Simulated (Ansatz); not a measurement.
# Worked example: self-consistent single point of a (001) slab of Mg(AlGe)2 (cut from a parent of space group no. 164; 5 atoms in the cell) in Ansatz

Method of the run: PBEsol, default PAW files made with PBE (plane waves; Ansatz, a quantum-chemistry and plane-wave program).

This input was run:

Ansatz 0.2 input:
```yaml
crystal:
  lattice:
    - [4.105841, 0.000000, 0.000000]
    - [-2.052920, 3.555762, 0.000000]
    - [0.000000, 0.000000, 18.980411]
  atoms:
    - { symbol: Mg, position: [0.000000, 0.000000, 0.500000] }
    - { symbol: Al, position: [0.666667, 0.333333, 0.631199] }
    - { symbol: Al, position: [0.333333, 0.666667, 0.368801] }
    - { symbol: Ge, position: [0.666667, 0.333333, 0.413253] }
    - { symbol: Ge, position: [0.333333, 0.666667, 0.586747] }
basis:
  ecutwfc: 420.0
kpoints:
  mp_grid: { grid: [9, 9, 1] }
hamiltonian:
  xc: pbesol
  pseudopotentials: { kind: paw }
scf:
  occupations: { method: fermi_dirac, width: 0.1 }
output:
  forces: true
  eigenvalues: true
  stress: true
```

Output, abridged:

```
WARN the atoms were moved onto the symmetric positions of the space group found under crystal.symmetry.tolerance 1.0e-5 (fractional …
WARN ansatz: RAYON_NUM_THREADS=1 ignored (pool sized by the plan → 1); use --threads N
Pseudopotentials: kind: paw
Pseudopotential: Mg, paw, valence charge 10
Pseudopotential: Al, paw, valence charge 3
Pseudopotential: Ge, paw, valence charge 14
Crystal: 5 atoms, lattice volume = 277.102 Å³
Basis set: ecut = 420 eV, 5403 PW (Γ), exchange–correlation on 60×60×256 points (8 copies of the dense FFT grid, shifted against one another)
Bands: 27, of which v1, the nominal top of the filled ones, is band 22 counted from 1 (21 counted from 0)
Symmetry: 12 space group operations
Space group: P-3m1 (ITA 164), of the structure as read, at distance tolerance 6.5e-5 Å
k-points: 12 of 81
PAW frozen core: Mg, regenerated for the run's functional, and the local potential with it
PAW frozen core: Al, regenerated for the run's functional, and the local potential with it
PAW frozen core: Ge, regenerated for the run's functional, and the local potential with it
Initial density: superposition of atomic densities (neutral atoms: chi_scale 0, normalization atom), corrected by the library's trained network
Initial wavefunctions: pseudopotential atomic-orbital guess
Eigensolver: davidson
Functional: x = pbesol(κ = 0.804, μ = 0.12345679012345678), c = pbesol(β = 0.046)
SCF iter   1: F=—  HF=-11466.791263 eV  |F-HF|=—  |Δ(HF+E_count)|=         —  Δρ=3.00e-3  dr2=5.04e-2  ethr=1.77e-3  ⟨swp⟩=7.3  Hψ=1587  notcnv=0
all-band conjugate gradients solve this SCF's bands
preconditioner: auto → LDOS
SCF iter   2: F=—  HF=-11466.788882 eV  |F-HF|=—  |Δ(HF+E_count)|=   2.38e-3  Δρ=1.21e-3  dr2=2.85e-2  ethr=1.15e-4  ⟨swp⟩=3.2  Hψ=768  notcnv=0
SCF iter   3: F=—  HF=-11466.784539 eV  |F-HF|=—  |Δ(HF+E_count)|=   4.34e-3  Δρ=4.46e-4  dr2=2.52e-3  ethr=6.47e-5  ⟨swp⟩=3.0  Hψ=566  notcnv=0
SCF iter   4: F=—  HF=-11466.784093 eV  |F-HF|=—  |Δ(HF+E_count)|=   4.45e-4  Δρ=8.12e-5  dr2=7.35e-5  ethr=5.73e-6  ⟨swp⟩=3.0  Hψ=560  notcnv=0
SCF iter   5: F=—  HF=-11466.784150 eV  |F-HF|=—  |Δ(HF+E_count)|=   5.73e-5  Δρ=2.03e-5  dr2=8.53e-7  ethr=1.67e-7  ⟨swp⟩=2.2  Hψ=432  notcnv=0
SCF iter   6: F=—  HF=-11466.784151 eV  |F-HF|=—  |Δ(HF+E_count)|=   3.42e-7  Δρ=6.10e-6  dr2=1.95e-7  ethr=2.27e-10  ⟨swp⟩=9.7  Hψ=1698  notcnv=0
SCF iter   7: F=-11466.784151 eV  HF=-11466.784151 eV  |F-HF|=1.20e-8  |Δ(HF+E_count)|=   7.53e-8  Δρ=1.12e-6  dr2=3.96e-9  ethr=2.27e-10  ⟨swp⟩=6.0  Hψ=1317  notcnv=0
SCF 1 converged in 7 iterations: F = -11466.784151 eV  dr2 = 3.96e-9
SCF converged after 7 iterations
Free energy (F): -11466.784151 eV
Harris-Foulkes:  -11466.784151 eV  (|F-HF|=1.20e-8)
Internal energy: -11466.742816 eV  (E = F + TS)
E sigma→0 (E₀):  -11466.763483 eV
Entropy (-TS):   -0.041335 eV (-8.267 meV/atom)
Fermi energy:    0.141214 eV
--- Per-component energies (eV) ---
  E_band       = -943.623019
  E_kinetic    = 338.474933
  E_local      = -25113.938431  (includes V_loc(G=0)·N_el)
  E_nonlocal   = 956.471784
  E_hartree    = 11877.207015
  E_xc         = -253.636679
  E_vxc        = -219.941516  (∫ρ·V_xc dr)
  E_paw        = -5147.681723  (= ΣΔE_a)
  E_vpaw       = -659.105655  (= ΣTr[D̂ρ^β])
  E_aug_tail   = 0.000552  (compensation charges beyond the density's cutoff)
  E_ewald      = 5874.426721
  E_core_change = 1.933013  (= ΣΔE_core)
  E_smearing   = -0.041335  (= −TS)
  E_closure    = 0.000000  (closes the sum)
  Σ components = -11466.784151   (vs F -11466.784151, Δ=0.00e0)
--- Forces (eV/Å), atoms counted from 1 ---
  atom   1  Mg    -0.00000000     0.00000000     0.00000000
  atom   2  Al    -0.00000000     0.00000000    -0.67223434
  atom   3  Al     0.00000000    -0.00000000     0.67223434
  atom   4  Ge    -0.00000000     0.00000000    -0.57272710
  atom   5  Ge     0.00000000    -0.00000000     0.57272710
  max |Σ_I F_I| component: 1.11e-16 eV/Å
--- Stress (GPa, compression-positive) ---
       -0.979673      -0.000000      -0.000000
       -0.000000      -0.979673      -0.000000
       -0.000000      -0.000000      -0.845253
  P = ⅓ Tr σ = -0.9349 GPa (-9.349 kbar)
  The stress holds the Pulay correction. Without it, at fixed plane waves, as pw.x and ABINIT print it: P = -0.9436 GPa
--- Band table (eV; the first three rows and the last of 12) ---
  k-point 0: bands = ["-75.7342", "-42.6797", "-42.6728", "-42.6728", "-23.6670", "-23.6670", "-23.6667", "-23.6667", "-23.6645", "-23.6644", "-23.6397", "-23.6397", "-23.6383", "-23.6383", "-10.0809", "-9.3740", "-4.0892", "-2.1247", "0.1700", [...]
  k-point 1: bands = ["-75.7342", "-42.6797", "-42.6729", "-42.6728", "-23.6673", "-23.6670", "-23.6669", "-23.6664", "-23.6641", "-23.6640", "-23.6397", "-23.6392", "-23.6384", "-23.6378", "-9.9552", "-9.2568", "-3.9525", "-2.1658", "-0.8129", [...]
  k-point 2: bands = ["-75.7342", "-42.6797", "-42.6732", "-42.6729", "-23.6681", "-23.6674", "-23.6669", "-23.6659", "-23.6632", "-23.6629", "-23.6397", "-23.6387", "-23.6380", "-23.6367", "-9.5878", "-8.9192", "-3.5552", "-3.0356", "-2.3085", [...]
  k-point 11: bands = ["-75.7341", "-42.6796", "-42.6735", "-42.6735", "-23.6685", "-23.6679", "-23.6679", "-23.6657", "-23.6608", "-23.6608", "-23.6373", "-23.6372", "-23.6372", "-23.6361", "-7.8348", "-7.8348", "-4.8990", "-4.8990", "-3.9612", [...]
```

The run converged in 7 iterations.

The starting cell comes from a database of computed structures (which also holds hypothetical and non-ambient phases and stackings), without a prior relaxation at this level. The slab is cut from that crystal, and its faces are unrelaxed. Its lattice was rescaled by up to half a per cent. Spin polarisation is off, though cut faces can carry moments; the slab shows no gap.
